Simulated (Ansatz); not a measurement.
CrI3 in the BiI3 type structure (space group R-3, No. 148; ferromagnetic; layered, stacked along the Cartesian z axis)

```cif
data_Cr6I18
_chemical_formula_sum 'Cr6 I18'
_space_group_name_H-M_alt 'R-3 :H'
_space_group_IT_number 148
_space_group_name_Hall '-R 3'
_cell_length_a 6.81782
_cell_length_b 6.81782
_cell_length_c 19.47570
_cell_angle_alpha 90.000
_cell_angle_beta 90.000
_cell_angle_gamma 120.000
loop_
_atom_site_label
_atom_site_type_symbol
_atom_site_symmetry_multiplicity
_atom_site_Wyckoff_symbol
_atom_site_fract_x
_atom_site_fract_y
_atom_site_fract_z
_atom_site_occupancy
Cr1 Cr 6 c 0.00000 0.00000 0.33385 1
I1 I 18 f 0.34951 0.00154 0.07981 1
```
(The calculation used a cell of 8 atoms; values per cell refer to that cell.)

All numbers come from PBE-D3(BJ) (Ansatz, a quantum-chemistry and plane-wave program, PAW, spin-orbit coupling left out), earlier PAW set. Settings: 6×6×6 k-points, 0.05 eV Fermi–Dirac smearing.

* **Volume per atom**: 32.67 Å³
* **Density**: 5.50 g/cm³
* **Band gap**: 1.09 eV, indirect, k = (0.167, 0.167, -1/3) in the run's primitive reciprocal basis → T
* **Magnetic state**: ferromagnetic
* **Total energy**: -6479.983 eV/atom (σ→0; compares only within this code and set-up)

Other magnetic orders, which the real material may have, were not ruled out. With I present, leaving out spin-orbit coupling can change the band edges. No phonon test of stability was made.
